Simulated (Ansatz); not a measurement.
The parent structure is Os in the hcp (Mg type) structure (space group P6_3/mmc, No. 194; relaxed with 0.1 eV smearing).

```
Os
1.0
    2.75433     0.00000     0.00000
   -1.37717     2.38532     0.00000
    0.00000     0.00000     4.34739
Os
2
Direct
  0.66667   0.33333   0.75000
  0.33333   0.66667   0.25000
```

Computed with PBE, PAW, 420 eV (Ansatz, a quantum-chemistry and plane-wave program; scalar-relativistic without spin-orbit coupling).

Strains are applied to the cell and any free atomic positions relax.

One change was made to it. Results:

The pressure (mean of the normal stresses, compression positive) goes from zero to -20.4 GPa; the energy goes up by 59 meV/atom.

**Question.** Which change produced these results?
A. isotropic strain −2.50 %
B. isotropic strain +0.50 %
C. isotropic strain −1.00 %
D. isotropic strain −3.00 %
E. isotropic strain +2.00 %

**Answer.** E, isotropic strain +2.00 %. For comparison, the energy relative to the base in the other runs: isotropic strain −3.00 % gives +161 meV/atom; isotropic strain −1.00 % gives +17 meV/atom; isotropic strain +0.50 % gives +3.9 meV/atom; isotropic strain −2.50 % gives +110 meV/atom.

Whether these cells are dynamically stable was not tested. All final runs are without spin polarisation.
